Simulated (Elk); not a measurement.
Elk run on Tb (P-3m1, 2 atoms in the cell): self-consistent single point.

Computed with PBEsol, all-electron FP-LAPW, Elk's shipped species files, APW+lo basis with extra local orbitals run with Elk.

```
Tb
1.0
    1.79460    -3.10834     0.00000
    1.79460     3.10834     0.00000
    0.00000     0.00000     5.67293
Tb
2
Direct
  0.33333   0.66667   0.25881
  0.66667   0.33333   0.75000
```
Moments meant for the start (each program seeds them in its own way; μB, in the order of the atoms Tb Tb): 6.0 6.0.

Reference input (self-consistent single point, DFT, PBEsol, all-electron FP-LAPW, Elk's shipped species files, APW+lo basis with extra local orbitals): xctype = 22; spinpol = true; rgkmax = 7.5; stype = 3; swidth = 0.00367493 Ha; ngridk = 5 5 3; reducebf = 0.8; gmaxvr = 16 1/bohr; nxlo = 2; lorbcnd = true; lmaxi = 3; nempty = 8 per atom. This run's input differs from it in these lines:

```diff
@@ -36,2 +36,8 @@
 
+epspot
+  3.7e-16
+
+epsengy
+  3.7e-14
+
 avec
```

The program printed (abridged):

```
│ Self-consistent loop started │
│ Loop number : 1 │
 total energy                :     -23225.2501443
 total moment                :    14.87010004
│ Loop number : 2 │
 total energy                :     -23234.9108828
 total moment                :    14.92822331
RMS change in Kohn-Sham potential (target) :    3.772277165     (  0.3700000000E-15)
Absolute change in total energy (target)   :    9.660738521     (  0.3700000000E-13)
│ Loop number : 3 │
 total energy                :     -23227.6338531
 total moment                :    14.79116668
RMS change in Kohn-Sham potential (target) :    3.726648025     (  0.3700000000E-15)
   [... lines left out ...]
│ Loop number : 198 │
 total energy                :     -23430.4554657
 total moment                :   -12.33407009
RMS change in Kohn-Sham potential (target) :   0.6091462106E-08 (  0.3700000000E-15)
Absolute change in total energy (target)   :   0.2129745553E-05 (  0.3700000000E-13)
│ Loop number : 199 │
 total energy                :     -23430.4554680
 total moment                :   -12.33407010
RMS change in Kohn-Sham potential (target) :   0.4655820046E-08 (  0.3700000000E-15)
Absolute change in total energy (target)   :   0.1749620424E-05 (  0.3700000000E-13)
│ Loop number : 200 │
Reached self-consistent loops maximum

Energies :
 Fermi                       :     0.237810696397
 xc effective B-field        :    -0.913165757637
 external B-field            :      0.00000000000
 total energy                :     -23430.4554656
 (external B-field energy excluded from total)

Density of states at Fermi energy :    445.6388459
 (states/Hartree/unit cell)

   [... lines left out ...]
Estimated indirect band gap :   0.2573695427E-03
   [... lines left out ...]
Estimated direct band gap   :   0.1510169162E-02
 at k-point      7

Charges :
 core                        :    92.00000000
 valence                     :    38.00000000
 interstitial                :    3.751911232
 muffin-tins (core leakage)
  species :    1 (Tb)
   atom    1                 :    63.12404438     (  0.7063358055E-05)
   atom    2                 :    63.12404438     (  0.7063358055E-05)
 total in muffin-tins        :    126.2480888
 total calculated charge     :    129.9997876
 total charge                :    130.0000000
 error                       :   0.2124231578E-03

Moments :
 interstitial                :  -0.5339187515
 muffin-tins
  species :    1 (Tb)
   atom    1                 :   -5.900075672
   atom    2                 :   -5.900075672
 total in muffin-tins        :   -11.80015134
 total moment                :   -12.33407009

│ Self-consistent loop stopped │
```

The run ended unconverged after 200 iterations. 

The starting cell has typed, rounded lattice constants, without a prior relaxation at this level. Its lattice was rescaled by up to half a per cent. One atom was moved a little off its site on purpose. Spin-orbit coupling is off. Values depend on the basis (sphere radii, cutoffs, local orbitals), which need not be converged.

Cost on one core of a shared machine: roughly 4 min.
